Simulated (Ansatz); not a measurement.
**A computed series for Ta: response to strain**

The reference is Ta in the bcc (W type) structure (space group Im-3m, No. 229; a = 3.306 Å; relaxed with 0.1 eV smearing). Axes: x, y, z lie along the cube axes.

Strains are applied to the cell and any free atomic positions relax.

Computed with r2SCAN, PAW, 500 eV (Ansatz, a quantum-chemistry and plane-wave program; no spin-orbit coupling).

Notes on the quantities. pressure: mean of the normal stresses, compression positive; energy relative to the base: free energy F.

```
change                            pressure  energy relative to the base  volume per atom
------------------------------  ----------  ---------------------------  ---------------
base                               0.0 GPa                   0 meV/atom         18.07 Å³
uniaxial strain ε_zz = −3.00 %     6.6 GPa                   (withheld)         17.53 Å³
uniaxial strain ε_zz = −2.50 %  (withheld)                 +10 meV/atom         17.62 Å³
uniaxial strain ε_zz = −2.00 %  (withheld)                +6.4 meV/atom         17.71 Å³
uniaxial strain ε_zz = −1.50 %  (withheld)                +3.6 meV/atom         17.80 Å³
uniaxial strain ε_zz = −1.00 %     2.1 GPa                +1.6 meV/atom         17.89 Å³
uniaxial strain ε_zz = −0.50 %     1.0 GPa                +0.4 meV/atom         17.98 Å³
```

### Question
Fill in the withheld entries from the trend.

### Answer

- uniaxial strain ε_zz = −3.00 %, energy relative to the base: +15 meV/atom
- uniaxial strain ε_zz = −2.50 %, pressure: 5.4 GPa
- uniaxial strain ε_zz = −2.00 %, pressure: 4.3 GPa
- uniaxial strain ε_zz = −1.50 %, pressure: 3.2 GPa

Whether these cells are dynamically stable was not tested. The final runs are not spin-polarised.
